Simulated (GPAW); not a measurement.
Band structure of KRuO3 (Pm-3m, 5 atoms in the cell).

```
CELL_PARAMETERS angstrom
      3.93928     0.00000     0.00000
      0.00000     3.93928     0.00000
      0.00000     0.00000     3.93928
ATOMIC_POSITIONS crystal
  K  0.50000 0.50000 0.50000
  Ru 0.00000 0.00000 0.00000
  O  0.00000 0.00000 0.50000
  O  0.50000 0.00000 0.00000
  O  0.00000 0.50000 0.00000
```

Level of theory: PBEsol, GPAW PAW datasets PBEsol (made by gpaw-setup) (plane waves; GPAW).

Settings: mode = pw; ecut = 900 eV; xc = PBEsol; kpts = 8 8 8; mesh shift (steps) = 0 0 0; occupations.name = fermi-dirac; occupations.width = 0.05 eV; nbands = -13; symmetry.symmorphic = false; symmetry.tolerance = 0.0005; maxiter = 100; bandpath_npoints = 40.

The starting cell comes from a database of computed structures (which also holds hypothetical and non-ambient phases and stackings), without a prior relaxation at this level. Spin polarisation is off; with an odd number of electrons in the cell that forces a metal, and a magnetic state may lie lower.

Levels in eV from the Fermi level, bands 18 to 25:
| point | 18 | 19 | 20 | 21 | 22 | 23 | 24 | 25 |
|---|---|---|---|---|---|---|---|---|
| Γ | -2.34 | -2.34 | -2.34 | -2.00 | -2.00 | -2.00 | -0.19 | -0.19 |
| X | -2.80 | -2.72 | -2.27 | -2.27 | -0.19 | 0.28 | 0.28 | 3.12 |
| M | -2.72 | -2.72 | -1.32 | 0.22 | 0.22 | 0.64 | 1.37 | 5.72 |
| R | -1.28 | -1.28 | -1.28 | 0.83 | 0.83 | 0.83 | 5.72 | 5.72 |

Bands cross the Fermi level along this path, so the cell is metallic at this level.
